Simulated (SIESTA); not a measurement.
## SIESTA run on a (001) slab of Na3BrO (cut from a parent of space group no. 221; 10 atoms in the cell): self-consistent single point

Level of theory: GGA PBEsol, numerical atomic orbitals DZP, PseudoDojo PBEsol standard norm-conserving potentials (rewritten from UPF to PSML) (SIESTA 5.4.2).

Input as run:

```
# files in the folder: Na.psml Br.psml O.psml (PseudoDojo PBEsol standard)
SystemName  Na3BrO
SystemLabel Na3BrO

NumberOfAtoms                10
NumberOfSpecies              3
%block ChemicalSpeciesLabel
  1 11 Na
  2 35 Br
  3 8 O
%endblock ChemicalSpeciesLabel
LatticeConstant              4.510464 Ang
%block LatticeVectors
     1.000000000    0.000000000    0.000000000
     0.000000000    1.000000000    0.000000000
     0.000000000    0.000000000    4.603897515
%endblock LatticeVectors
AtomicCoordinatesFormat      Fractional
%block AtomicCoordinatesAndAtomicSpecies
     0.000000000    0.500000000    0.337094000  1
     0.500000000    0.000000000    0.337094000  1
     0.500000000    0.500000000    0.445697000  1
     0.000000000    0.000000000    0.445697000  2
     0.500000000    0.500000000    0.337094000  3
     0.000000000    0.500000000    0.554303000  1
     0.500000000    0.000000000    0.554303000  1
     0.500000000    0.500000000    0.662906000  1
     0.000000000    0.000000000    0.662906000  2
     0.500000000    0.500000000    0.554303000  3
%endblock AtomicCoordinatesAndAtomicSpecies

XC.functional                GGA
XC.authors                   PBEsol
PAO.BasisSize                DZP
PAO.EnergyShift              0.01 Ry
MeshCutoff                   400 Ry
%block kgrid.MonkhorstPack
    3   0   0  0.0
    0   3   0  0.0
    0   0   1  0.0
%endblock kgrid.MonkhorstPack
OccupationFunction           FD
ElectronicTemperature        232.09 K

MaxSCFIterations             150
SCF.Mixer.Method             Pulay
SCF.Mixer.Weight             0.1
SCF.Mixer.History            8
SCF.DM.Tolerance             1.0E-05
Diag.ParallelOverK           true
WriteForces                  true
```

The program printed (abridged):

```
reinit: Reading from file input.fdf

reinit: System Name: Na3BrO
reinit: System Label: Na3BrO

coor:   Atomic-coordinates input format  =     Fractional

siesta: Atomic coordinates (Bohr) and species
siesta:      0.00000   4.26177  13.22808  1        1
siesta:      4.26177   0.00000  13.22808  1        2
siesta:      4.26177   4.26177  17.48982  1        3
siesta:      0.00000   0.00000  17.48982  2        4
siesta:      4.26177   4.26177  13.22808  3        5
siesta:      0.00000   4.26177  21.75169  1        6
siesta:      4.26177   0.00000  21.75169  1        7
siesta:      4.26177   4.26177  26.01343  1        8
siesta:      0.00000   0.00000  26.01343  2        9
siesta:      4.26177   4.26177  21.75169  3       10

siesta: System type = slab

initatomlists: Number of atoms, orbitals, and projectors:     10   106   110

siesta: ******************** Simulation parameters ****************************
redata: Spin configuration                          = none
redata: Time-Reversal Symmetry                      = T
redata: Number of Atomic Species                    =        3
redata: Mesh Cutoff                                 =   400.0000 Ry
redata: Net charge of the system                    =     0.0000 |e|
redata: Min. number of SCF Iter                     =        0
redata: Max. number of SCF Iter                     =      150
redata: SCF convergence failure will abort job
redata: SCF mix quantity                            = Hamiltonian
redata: Mix DM or H after convergence               =   F
redata: Recompute H after scf cycle                 =   F
redata: Mix DM in first SCF step                    =   T
redata: No kicks to SCF
redata: DM Mixing Weight for Kicks                  =     0.5000
redata: Require Harris convergence for SCF          =   F
redata: Harris energy tolerance for SCF             =     0.000100 eV
redata: Require DM convergence for SCF              =   T
   [... lines left out ...]
diag: Parallel distribution                         =     1 x     1
diag: Used triangular part                          = Lower
diag: Absolute tolerance                            =  0.100E-15
diag: Orthogonalization factor                      =  0.100E-05
diag: Memory factor                                 =  1.0000

superc: Internal auxiliary supercell:     5 x     5 x     1  =      25
superc: Number of atoms, orbitals, and projectors:    250   2650   2750

                        Single-point calculation

superc: Internal auxiliary supercell:     5 x     5 x     1  =      25
superc: Number of atoms, orbitals, and projectors:    250   2650   2750

outcell: Unit cell vectors (Ang):
        4.510464    0.000000    0.000000
        0.000000    4.510464    0.000000
        0.000000    0.000000   20.765714

outcell: Cell vector modules (Ang)   :    4.510464    4.510464   20.765714
outcell: Cell angles (23,13,12) (deg):     90.0000     90.0000     90.0000
outcell: Cell volume (Ang**3)        :    422.4636
new_DM -- step:     1
Initializing Density Matrix...

Attempting to read DM from file... Failed...
DM filled with atomic data:

InitMesh: MESH = 60 x 60 x 250 = 900000
InitMesh: Mesh cutoff (required, used) =   400.000   400.579 Ry

stepf: Fermi-Dirac step function
        iscf     Eharris(eV)        E_KS(eV)     FreeEng(eV)     dDmax    Ef(eV) dHmax(eV)
   scf:    1    -9168.378883    -9192.821859    -9192.821859  0.771089 -4.963631 19.871720
   scf:    2    -9203.916615    -9198.719633    -9198.719633  0.121814 -6.791375 14.218148
   scf:    3    -9199.583928    -9203.925230    -9203.925230  0.215873 -3.780206  5.722993
   scf:    4    -9205.108961    -9205.013149    -9205.013149  0.066724 -4.260523  1.339623
   scf:    5    -9202.327119    -9204.033137    -9204.033137  0.105643 -3.618960  6.196685
   scf:    6    -9205.393518    -9204.804284    -9204.804284  0.029886 -3.636652  3.404779
   [... 7 lines left out ...]
   scf:   14    -9205.112630    -9205.112629    -9205.112629  0.000038 -3.758526  0.002549
   scf:   15    -9205.112630    -9205.112630    -9205.112630  0.000080 -3.758834  0.000616
   scf:   16    -9205.112630    -9205.112630    -9205.112630  0.000013 -3.758854  0.000220
   scf:   17    -9205.112630    -9205.112630    -9205.112630  0.000017 -3.758875  0.000208
   scf:   18    -9205.112630    -9205.112630    -9205.112630  0.000008 -3.758925  0.000179
SCF Convergence by DM+H criterion
max |DM_out - DM_in|         :     0.0000083080
max |H_out - H_in|      (eV) :     0.0001792730
SCF cycle converged after 18 iterations

Using DM_out to compute the final energy and forces

siesta: E_KS(eV) =            -9205.1126

siesta: E_KS - E_eggbox =     -9205.1126

siesta: Atomic forces (eV/Ang):
     1    0.000000    0.000000   -0.177293
     2    0.000000    0.000000   -0.177293
     3    0.000000    0.000000    0.035637
     4    0.000000   -0.000000   -0.030661
     5    0.000000   -0.000000    0.222685
     6    0.000000    0.000000    0.042346
     7    0.000000    0.000000    0.042346
     8    0.000000    0.000000   -0.091993
     9   -0.000000   -0.000000   -0.009490
    10    0.000000   -0.000000    0.131674
   Tot    0.000000    0.000000   -0.012042
   Max    0.222685
   Res    0.069316    sqrt( Sum f_i^2 / 3N )
   Max    0.222685    constrained

Stress tensor Voigt[x,y,z,yz,xz,xy] (kbar):        7.57        7.57       -0.02       -0.00       -0.00       -0.00
(Free)E + p*V (eV/cell)    -9206.4405
Target enthalpy (eV/cell)    -9205.1126

siesta: Program's energy decomposition (eV):
siesta: Ebs     =     -1956.315289
siesta: Eions   =     11669.731167
siesta: Ena     =      1088.601155
siesta: Ekin    =      5380.167713
siesta: Enl     =     -2431.378627
siesta: Eso     =         0.000000
siesta: Edftu   =         0.000000
siesta: DEna    =        35.504970
siesta: DUscf   =         4.198151
siesta: DUext   =         0.000000
siesta: Ex      =     -1505.497550
siesta: Ec      =      -106.977274
siesta: Exc     =     -1612.474824
siesta: Eharris =     -9205.112630
siesta: Etot    =     -9205.112630
siesta: FreeEng =     -9205.112630

siesta: Atomic forces (eV/Ang):
siesta:      1    0.000000    0.000000   -0.177293
siesta:      2    0.000000    0.000000   -0.177293
siesta:      3    0.000000    0.000000    0.035637
siesta:      4    0.000000   -0.000000   -0.030661
siesta:      5    0.000000   -0.000000    0.222685
siesta:      6    0.000000    0.000000    0.042346
siesta:      7    0.000000    0.000000    0.042346
siesta:      8    0.000000    0.000000   -0.091993
siesta:      9   -0.000000   -0.000000   -0.009490
siesta:     10    0.000000   -0.000000    0.131674
siesta: ----------------------------------------
siesta:    Tot    0.000000    0.000000   -0.012042

siesta: Stress tensor (static) (eV/Ang**3):
siesta:     0.004722   -0.000000   -0.000000
siesta:    -0.000000    0.004722   -0.000000
siesta:    -0.000000   -0.000000   -0.000014

siesta: Cell volume =        422.463614 Ang**3

siesta: Pressure (static):
siesta:                Solid            Molecule  Units
siesta:          -0.00003423         -0.00003714  Ry/Bohr**3
siesta:          -0.00314322         -0.00341035  eV/Ang**3
siesta:          -5.03599033         -5.46398020  kBar

siesta: Electric dipole (a.u.)  =   -0.000000    0.000000    0.243196
siesta: Electric dipole (Debye) =   -0.000000    0.000000    0.618142
```

The run converged in 18 iterations.

The starting cell comes from a database of computed structures (which also holds hypothetical and non-ambient phases and stackings), without a prior relaxation at this level. The slab is cut from that crystal, and its faces are unrelaxed. Its lattice was rescaled by up to half a per cent. Spin polarisation is off, though cut faces can carry moments; a gap of a slab can lie between surface states. Values carry the incompleteness of an atom-centred basis.

Cost on one core of a shared machine: roughly 50 s.
